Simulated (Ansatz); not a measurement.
Start from SnO2 in the rutile structure (space group P4_2/mnm, No. 136; a = 4.828 Å, c = 3.238 Å). Axes: x, y, z lie along a, b, c of the conventional cell.

Structures relaxed with Ansatz (a first-principles code), PBE, PAW, cutoff 420 eV, no spin-orbit coupling.

Base:

Simulated powder pattern, Co Kα, λ = 1.79026 Å (kinematic, ideal powder, no thermal factors, no anomalous dispersion; the 8 strongest lines at most, above 2 %, up to 2θ = 90°):

```json
[
 {"2θ (°)": "30.40", "I/Imax (%)": "100", "hkl": "(110)"},
 {"2θ (°)": "38.88", "I/Imax (%)": "79", "hkl": "(101)"},
 {"2θ (°)": "43.54", "I/Imax (%)": "22", "hkl": "(200)"},
 {"2θ (°)": "59.78", "I/Imax (%)": "64", "hkl": "(211)"},
 {"2θ (°)": "63.26", "I/Imax (%)": "15", "hkl": "(220)"},
 {"2θ (°)": "71.80", "I/Imax (%)": "14", "hkl": "(310)"},
 {"2θ (°)": "75.45", "I/Imax (%)": "15", "hkl": "(112)"},
 {"2θ (°)": "76.80", "I/Imax (%)": "19", "hkl": "(301)"}
]
```

Perturbation: biaxial strain +2.96 %, plane normal [001], relaxed out of plane (Cartesian); in-plane vectors clamped, the third vector and the atoms free.

Problem. Predict the new powder pattern.

Solution. 
Simulated powder pattern, Co Kα, λ = 1.79026 Å (kinematic, ideal powder, no thermal factors, no anomalous dispersion; the 8 strongest lines at most, above 2 %, up to 2θ = 90°):

```
2θ (°)  d (Å)  I/Imax (%)    hkl
------  -----  ----------  -----
29.51   3.515         100  (110)
39.04   2.679          72  (101)
42.22   2.485          22  (200)
58.85   1.822          62  (211)
61.24   1.757          16  (220)
69.43   1.572          14  (310)
75.06   1.469          19  (301)
76.31   1.449          14  (112)
```

The indices refer to the base's conventional cell; one index is shown for lines that coincide.

Stability against distortions was not tested.
